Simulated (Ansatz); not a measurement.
Take GaAs in the zinc blende structure (space group F-43m, No. 216; a = 5.659 Å) as the base. Axes: x, y, z lie along the cube axes.

The change: the cell is compressed by 3.91 % along x with no lateral relaxation, atoms relaxed at fixed cell.

Levels (all Ansatz, a first-principles code, PAW, earlier PAW set): PBEsol (420 eV, scalar-relativistic without spin-orbit coupling); PBEsol+SOC (420 eV, spin-orbit coupling included).

The geometry is relaxed with PBEsol.

- PBEsol band gap = 0.56 eV
- PBEsol valence-band top at Γ = 0.00, -0.22, -0.22 eV
- PBEsol gap character = direct at Γ
- PBEsol electron mass = 0.034 mₑ along x, 0.043 mₑ across (at Γ)

With PBEsol+SOC at the same geometry, the band gap shrinks by 0.06 eV, from 0.56 eV to 0.50 eV; the valence-band top at Γ (three highest Kramers pairs, from the VBM) changes from 0.00, -0.22, -0.22 eV to 0.00, -0.17, -0.47 eV; the gap character remains direct at Γ; the electron mass changes from 0.034 mₑ along x, 0.043 mₑ across (at Γ) to 0.033 mₑ along x, 0.041 mₑ across (at Γ).

Single points use the geometry relaxed with PBEsol. Differences between runs with and without spin-orbit coupling are approximate. The cells carry an imposed strain or load. Masses are band curvatures over ±0.01 Å⁻¹ around the edge. Stability against distortions was not tested. Labels are those of the standard path for the cell's own space group.
